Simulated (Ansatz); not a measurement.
Worked example: self-consistent single point of a (110) slab of NbH (cut from a parent of space group no. 139; 10 atoms in the cell) in Ansatz (a quantum-chemistry and plane-wave program).

Method of the run: PBEsol, default PAW files made with PBE (plane waves; Ansatz).

```xyz
10
Lattice="3.0019 0.0000 0.0000 -3.4066 2.9745 0.0000 0.0000 0.0000 23.0449" Properties=species:S:1:pos:R:3 pbc="T T T"
H     -1.7033     1.4872     7.0000
H      0.0000     0.0000     9.2612
H      1.2986     1.4872    11.5225
H      0.0000     0.0000    13.7837
H      1.2986     1.4872    16.0449
Nb     0.0000     0.0000     7.0000
Nb     1.2986     1.4872     9.2612
Nb     0.0000     0.0000    11.5225
Nb     1.2986     1.4872    13.7837
Nb     0.0000     0.0000    16.0449
```

Reference input (self-consistent single point, DFT, PBEsol, plane waves, default PAW files made with PBE): basis.ecutwfc = 30.9 Ry; kpoints.mp_grid.grid = 9 9 1; hamiltonian.xc = pbesol; hamiltonian.pseudopotentials = {kind: paw} (the program's default PAW files); scf.occupations.method = fermi_dirac; scf.occupations.width = 0.0073 Ry. This run's input differs from it in these lines:

Ansatz 0.2 input:
```diff
@@ -17,3 +17,3 @@
 basis:
-  ecutwfc: 30.9 Ry
+  ecutwfc: 46.3 Ry
 kpoints:
```

Log, with long lists cut:

```
SCF iter   1: F=—  HF=-22555.020575 eV  |F-HF|=—  |Δ(HF+E_count)|=         —  Δρ=1.51e-2  dr2=1.08e1  ethr=1.77e-3  ⟨swp⟩=8.8  Hψ=5443  notcnv=0
all-band conjugate gradients solve this SCF's bands
preconditioner: auto → LDOS
SCF iter   2: F=—  HF=-22554.743441 eV  |F-HF|=—  |Δ(HF+E_count)|=   2.77e-1  Δρ=3.98e-3  dr2=1.04e-1  ethr=1.77e-3  ⟨swp⟩=2.5  Hψ=1802  notcnv=0
   [... lines left out ...]
SCF iter   5: F=—  HF=-22554.734027 eV  |F-HF|=—  |Δ(HF+E_count)|=   1.76e-4  Δρ=1.06e-4  dr2=4.53e-5  ethr=1.40e-6  ⟨swp⟩=3.2  Hψ=2071  notcnv=0  defer=1
SCF iter   6: F=—  HF=-22554.733758 eV  |F-HF|=—  |Δ(HF+E_count)|=   2.69e-4  Δρ=3.50e-5  dr2=4.82e-6  ethr=6.47e-8  ⟨swp⟩=2.3  Hψ=1872  notcnv=0  defer=1
SCF iter   7: F=—  HF=-22554.733758 eV  |F-HF|=—  |Δ(HF+E_count)|=   6.58e-7  Δρ=7.47e-6  dr2=3.19e-7  ethr=6.89e-9  ⟨swp⟩=2.6  Hψ=2026  notcnv=0  defer=1
SCF iter   8: F=-22554.733758 eV  HF=-22554.733759 eV  |F-HF|=1.47e-8  |Δ(HF+E_count)|=   5.44e-8  Δρ=2.10e-6  dr2=3.40e-8  ethr=1.43e-10  ⟨swp⟩=8.6  Hψ=4991  notcnv=0
SCF 1 converged in 8 iterations: F = -22554.733758 eV  dr2 = 3.40e-8
Free energy (F): -22554.733758 eV
Internal energy: -22554.531966 eV  (E = F + TS)
E sigma→0 (E₀):  -22554.632862 eV
Entropy (-TS):   -0.201793 eV (-20.179 meV/atom)
Fermi energy:    6.401461 eV
--- Forces (eV/Å), atoms counted from 1 ---
  atom   1  H      0.00000000    -0.00000000    -0.10489572
  atom   2  H      0.00000000    -0.00000000     0.02877087
  atom   3  H      0.00000000    -0.00000000     0.00000000
  atom   4  H     -0.00000000     0.00000000    -0.02877087
  atom   5  H     -0.00000000     0.00000000     0.10489572
  atom   6  Nb    -0.00000000     0.00000000     0.41279117
  atom   7  Nb    -0.00000000     0.00000000    -0.00497026
  atom   8  Nb     0.00000000     0.00000000     0.00000000
  atom   9  Nb     0.00000000    -0.00000000     0.00497026
  atom  10  Nb     0.00000000    -0.00000000    -0.41279117
--- Stress (GPa, compression-positive) ---
       -6.454881      -0.048768       0.000000
       -0.048768      -6.468153      -0.000000
        0.000000      -0.000000      -2.252620
  P = ⅓ Tr σ = -5.0586 GPa (-50.586 kbar)
  The stress holds the Pulay correction. Without it, at fixed plane waves, as pw.x and ABINIT print it: P = -5.0610 GPa
```

The run converged in 8 iterations. Against the reference run the free energy falls by 1.1 meV/atom and the largest force moves little (0.412 to 0.413 eV/Å).

The starting cell comes from a database of computed structures (which also holds hypothetical and non-ambient phases and stackings), without a prior relaxation at this level. The slab is cut from that crystal, and its faces are unrelaxed. Its lattice was rescaled by up to half a per cent. Spin polarisation is off.
